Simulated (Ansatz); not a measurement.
## Al₂O₃ (Cmc2₁, No. 36, 10 atoms in the cell; start mp-754401; a measured phase of this formula has another space group)

Calculation: r²SCAN in Ansatz (plane waves, PAW).

Run with plane-wave cutoff 560 eV, 8×8×8 k mesh, Fermi–Dirac smearing 0.01 eV, scalar-relativistic PAW data made under PBE.

Cell (relaxed with PBEsol):

```
CELL_PARAMETERS angstrom
      4.85297    -2.76514     0.00000
      4.85297     2.76514     0.00000
      0.00000     0.00000     4.94118
ATOMIC_POSITIONS crystal
  Al 0.99260 0.67176 0.43124
  Al 0.00740 0.32824 0.93124
  Al 0.32824 0.00740 0.43124
  Al 0.67176 0.99260 0.93124
  O  0.78129 0.21871 0.99114
  O  0.21871 0.78129 0.49114
  O  0.89840 0.65881 0.08705
  O  0.10160 0.34119 0.58705
  O  0.34119 0.10160 0.08705
  O  0.65881 0.89840 0.58705
```

* **band gap**: 4.91 eV (direct)

Note: cell and atoms aren't relaxed at this level (largest force component 0.08 eV/Å, pressure -1.6 GPa).

Computed values are for the static lattice.

The result took about 80 core-seconds (a rough figure).

A start named mp-… is a Materials Project structure, which need not be a measured phase.

Ansatz is a program for electronic structure.
